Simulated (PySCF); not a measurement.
PySCF 2.14.0, B3LYP/def2-svp, df: Pd(OH)2(en) ([OH][Pd]1([OH])<-[NH2]CC[NH2]->1), 17 atoms. The geometry is a generated start, not checked to be a minimum at this level.

| Item | Value |
|---|---|
| task | energy |
| method | b3lyp |
| basis | def2-svp |
| two-electron scheme | density fitting |
| mol.max_memory | 3000 MB |
| mf.max_cycle | 100 |
| mf.conv_tol | 1e-09 (default) |
| mf.grids.level | 3 (default) |
| effective core potentials | those of the basis set, past Kr |
| basis functions | 165 |
| grid points | 204464 |

```xyz
17

Pd     1.0676    -0.7925     0.0552
O      3.0263    -0.5496     0.3132
H      3.2869     0.2668    -0.1319
O      1.3336    -2.7298     0.2094
H      2.2861    -2.7938     0.3531
C     -1.6784     0.2131     0.2789
C     -0.9594     1.3866    -0.4001
N      0.4636     1.3589    -0.0505
N     -1.0482    -1.0394    -0.1240
H     -2.7479     0.2483     0.0239
H     -1.5786     0.3138     1.3643
H     -1.4413     2.3316    -0.1047
H     -1.0463     1.2778    -1.4865
H      0.6004     1.6401     0.9206
H      1.0016     1.9926    -0.6344
H     -1.2914    -1.3040    -1.0772
H     -1.2746    -1.8205     0.4907
```

Charge 0 and multiplicity 1 are set for this test and not shown to be the ground state.

With the defaults (mf.DIIS = CDIIS, mf.diis = true, mf.diis_damp = 0, mf.damp = 0, mf.diis_start_cycle = 1, mf.init_guess = minao, mf.diis_space = 8) it converges in 16 Fock builds. One run each on 2 threads, 1 BLAS thread, with these changes:
- mf.DIIS = EDIIS
- mf.diis = false, mf.damp = 0.7, mf.diis_start_cycle = 999
- mf.damp = 0.3, mf.diis_start_cycle = 4
- mf.diis_damp = 0.3
- mf.diis = false
- mf.diis_space = 3
- mf.DIIS = ADIIS
- mf.diis_space = 5
- mf.init_guess = 1e

Task: Which of these changes keep the SCF from converging, or lead it to another solution?

Result: No convergence: mf.DIIS = EDIIS; mf.diis = false (the run ends without SCF convergence in 100 cycles). The rest reach the solution of the defaults.

```csv
setting,Fock builds,end
the defaults,16,same solution
mf.diis_damp = 0.3,16,same solution
mf.diis_space = 5,20,same solution
mf.init_guess = 1e,24,same solution
mf.DIIS = ADIIS,28,same solution
"mf.diis = false, mf.damp = 0.7, mf.diis_start_cycle = 999",30,same solution
"mf.damp = 0.3, mf.diis_start_cycle = 4",35,same solution
mf.diis_space = 3,35,same solution
mf.DIIS = EDIIS,101,no convergence
mf.diis = false,101,no convergence
```
